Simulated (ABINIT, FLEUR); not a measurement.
A FLEUR input for a self-consistent single point of YGe₂ (I4_1/amd, 6 atoms in the cell) (DFT, PBEsol, all-electron FLAPW (FLEUR), scalar-relativistic valence):

Input of the input generator:

```
scf YGe2
&input film=f /
-2.0218850000 2.0218850000 8.4276940000
2.0218850000 -2.0218850000 8.4276940000
2.0218850000 2.0218850000 -8.4276940000
1.8897261246
1.0 1.0 1.0

6
39 0.5000000000 0.5000000000 0.0000000000
39 0.2500000000 0.7500000000 0.5000000000
32 0.8279900000 0.3279900000 0.5000000000
32 0.0779900000 0.0779900000 0.0000000000
32 0.9220100000 0.9220100000 0.0000000000
32 0.6720100000 0.1720100000 0.5000000000

&comp jspins=1 /
&exco xctyp='PBEs' /
&kpt div1=5 div2=5 div3=5 /
&end /
```

```xml
<?xml version="1.0" encoding="UTF-8" standalone="no"?>
<fleurInput fleurInputVersion="0.39">
   <comment>
      scf YGe2                                                                                            
   </comment>
   <calculationSetup>
      <cutoffs Kmax="3.8" Gmax="11.4" GmaxXC="11.4" numbands="0"/>
      <scfLoop itmax="60" minDistance="0.00001" maxIterBroyd="15" imix="Anderson" alpha="0.05" precondParam="0.0" spinf="2.0"/>
      <coreElectrons ctail="T" frcor="F" kcrel="0" coretail_lmax="0"/>
      <xcFunctional name="PBEs" relativisticCorrections="F"/>
      <magnetism jspins="1"/>
      <soc l_soc="F" theta="0.0" phi="0.0" spav="F"/>
      <expertModes spex="0" secvar="F"/>
      <geometryOptimization l_f="T" forcealpha="1.0" forcemix="BFGS" epsdisp="0.00001" epsforce="0.00001"/>
      <ldaU l_linMix="F" mixParam="0.05" spinf="1.0"/>
   </calculationSetup>
   <cell>
      <bzIntegration valenceElectrons="78.0" mode="hist" fermiSmearingEnergy="0.00367493">
         <kPointListSelection listName="default-1"/>
         <!-- k-points included here -->
         <xi:include xmlns:xi="http://www.w3.org/2001/XInclude" href="kpts.xml"> </xi:include>
      </bzIntegration>
      <!-- symmetry operations included here -->
      <xi:include xmlns:xi="http://www.w3.org/2001/XInclude" href="sym.xml"> </xi:include>
      <bulkLattice scale="1.0">
         <bravaisMatrix>
            <row-1>   -3.8208089054368712     3.8208089054368712    15.9260335219346736</row-1>
            <row-2>    3.8208089054368712    -3.8208089054368712    15.9260335219346736</row-2>
            <row-3>    3.8208089054368712     3.8208089054368712   -15.9260335219346736</row-3>
         </bravaisMatrix>
      </bulkLattice>
   </cell>
   <atomSpecies>
      <species name="Yttrium (Y)" element="Y" atomicNumber="39">
         <mtSphere radius="2.63" gridPoints="925" logIncrement="0.014"/>
         <atomicCutoffs lmax="10" lnonsphr="8"/>
         <electronConfig flipSpins="F">
            <coreConfig>(1s1/2) (2s1/2) (2p1/2) (2p3/2) (3s1/2) (3p1/2) (3p3/2) (3d3/2) (3d5/2)</coreConfig>
            <valenceConfig>(4s1/2) (4p1/2) (4p3/2) (5s1/2) (4d3/2) (4d5/2)</valenceConfig>
            <stateOccupation state="(4d3/2)" spinUp="0.2" spinDown="0.2"/>
            <stateOccupation state="(4d5/2)" spinUp="0.3" spinDown="0.3"/>
         </electronConfig>
         <energyParameters s="5" p="5" d="4" f="4"/>
         <lo type="SCLO" l="0" n="4" eDeriv="0"/>
         <lo type="SCLO" l="1" n="4" eDeriv="0"/>
      </species>
      <species name="Germanium (Ge)" element="Ge" atomicNumber="32">
         <mtSphere radius="2.22" gridPoints="783" logIncrement="0.016"/>
         <atomicCutoffs lmax="8" lnonsphr="6"/>
         <electronConfig flipSpins="F">
            <coreConfig>(1s1/2) (2s1/2) (2p1/2) (2p3/2) (3s1/2) (3p1/2) (3p3/2)</coreConfig>
            <valenceConfig>(4s1/2) (3d3/2) (3d5/2) (4p1/2) (4p3/2)</valenceConfig>
            <stateOccupation state="(4p1/2)" spinUp="0.3333333333333" spinDown="0.3333333333333"/>
            <stateOccupation state="(4p3/2)" spinUp="0.6666666666667" spinDown="0.6666666666667"/>
         </electronConfig>
         <energyParameters s="4" p="4" d="3" f="4"/>
         <lo type="HELO" l="2" n="4" eDeriv="0"/>
      </species>
   </atomSpecies>
   <atomGroups>
      <atomGroup species="Yttrium (Y)">
         <relPos label="                   1">-3.000/8.000 3.000/8.000 -1.000/4.000</relPos>
         <relPos label="                   2">3.000/8.000 -3.000/8.000 1.000/4.000</relPos>
         <force calculate="T" relaxXYZ="TTT"/>
      </atomGroup>
      <atomGroup species="Germanium (Ge)">
         <relPos label="                   3">-.0470100000 .2029900000 1.000/4.000</relPos>
         <relPos label="                   4">.2029900000 -.0470100000 -1.000/4.000</relPos>
         <relPos label="                   5">.0470100000 -.2029900000 -1.000/4.000</relPos>
         <relPos label="                   6">-.2029900000 .0470100000 1.000/4.000</relPos>
         <force calculate="T" relaxXYZ="TTT"/>
      </atomGroup>
   </atomGroups>
   <output dos="F" band="F" slice="F">
      <checks vchk="F" cdinf="F"/>
      <bandDOS minEnergy="-.5*Htr" maxEnergy="0.5*Htr" sigma="0.015" storeEVData="T"/>
      <vacuumDOS vacdos="F" integ="F" star="F" nstars="0" locx1="0.0" locy1="0.0" locx2="0.0" locy2="0.0" nstm="0" tworkf="0.0"/>
      <unfoldingBand unfoldBand="F" supercellX="1" supercellY="1" supercellZ="1"/>
      <plotting iplot="0" polar="F">
         <plot TwoD="T" vec1="  1.0  0.0  0.0" vec2="  0.0  1.0  0.0" vec3="  0.0  0.0  1.0" zero="  0.0  0.0  0.0" file="plot"/>
      </plotting>
      <chargeDensitySlicing numkpt="0" minEigenval="0.0" maxEigenval="0.0" nnne="0" pallst="F"/>
      <specialOutput eonly="F"/>
      <magneticCircularDichroism mcd="F" energyLo="-10.0" energyUp="0.0"/>
   </output>
  <!-- We include the file relax.xml here to enable relaxations (see documentation) -->
  <xi:include xmlns:xi="http://www.w3.org/2001/XInclude" href="relax.xml"> <xi:fallback/> </xi:include>
</fleurInput>
```

Problem. Give the ABINIT input for the same structure, mesh, smearing and functional.

Solution. This is the input that was run; spellings and numerical settings could be chosen otherwise.

```
# YGe2, PseudoDojo nc-sr-04 PBEsol standard
pp_dirpath "./"
pseudos "Y.upf, Ge.upf"
acell 3*1.0 Angstrom
rprim
        -2.0218850000    2.0218850000    8.4276940000
         2.0218850000   -2.0218850000    8.4276940000
         2.0218850000    2.0218850000   -8.4276940000
natom 6
ntypat 2
znucl 39 32
typat 1 1 2 2 2 2
xcart
         0.0000000000    0.0000000000    8.4276940000
         2.0218850000    0.0000000000    4.2138470000
         0.0000000000    2.0218850000    5.5283987101
         0.0000000000    0.0000000000    1.3145517101
         0.0000000000    0.0000000000   15.5408362899
        -0.0000000000    2.0218850000    2.8992952899
      Angstrom
ecut 1061 eV
occopt 3
tsmear 0.1 eV
nband 49
kptopt 1
ngkpt 5 5 5
nshiftk 1
shiftk 0 0 0
nstep 60
toldfe 1.0e-09
prtwf 0
prtden 0
```

Basis, cutoffs, solver keys and any potentials are the target program's own. This input uses DFT, PBEsol, plane waves, norm-conserving pseudopotentials (PseudoDojo nc-sr-04 PBEsol standard).

The starting cell comes from a database of computed structures (which also holds hypothetical and non-ambient phases and stackings), without a prior relaxation at this level. Its lattice was rescaled by a random factor within 2.5 % of one.
